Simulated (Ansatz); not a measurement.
LaTiO2N (P1, No. 1, 20 atoms in the cell; start mp-754453), treated with r²SCAN in Ansatz (PAW).

Settings: plane-wave cutoff 560 eV, 6×6×6 k mesh, Fermi–Dirac smearing 0.01 eV, no spin polarisation, scalar-relativistic PAW data made under PBE.

Cell (relaxed with PBEsol):

```
CELL_PARAMETERS angstrom
      5.56621    -0.04113     0.00779
     -0.07874     5.55543    -0.00132
      0.00547    -0.00678     7.79888
ATOMIC_POSITIONS crystal
  La 0.50031 0.00481 0.77136
  La 0.50222 0.00699 0.24063
  La 0.00400 0.50104 0.24234
  La 0.00567 0.50277 0.76887
  Ti 0.51006 0.51026 0.00351
  Ti 0.50590 0.50471 0.51306
  Ti 0.99414 0.99414 0.00699
  Ti 0.00247 0.00142 0.50190
  N  0.25177 0.75504 0.99215
  N  0.55042 0.54138 0.74226
  N  0.74458 0.24243 0.00210
  N  0.75475 0.74674 0.05085
  O  0.23489 0.73976 0.49715
  O  0.24142 0.25153 0.94777
  O  0.25522 0.23582 0.54887
  O  0.43598 0.44411 0.25030
  O  0.74305 0.75894 0.44126
  O  0.76150 0.25604 0.48509
  O  0.94311 0.95325 0.73997
  O  0.05866 0.04879 0.25359
```

Question: Give the computed band gap and direct gap at Γ.

Answer: 
band gap: 0.65 eV
direct gap at Γ: 0.68 eV

Note: cell and atoms aren't relaxed at this level (largest force component 0.22 eV/Å, pressure 4.1 GPa).

Spin–orbit coupling is not included.

The computed numbers hold no vibrational or temperature effects.

A start named mp-… is a Materials Project structure, which need not be a measured phase.

Ansatz is an electronic-structure program.
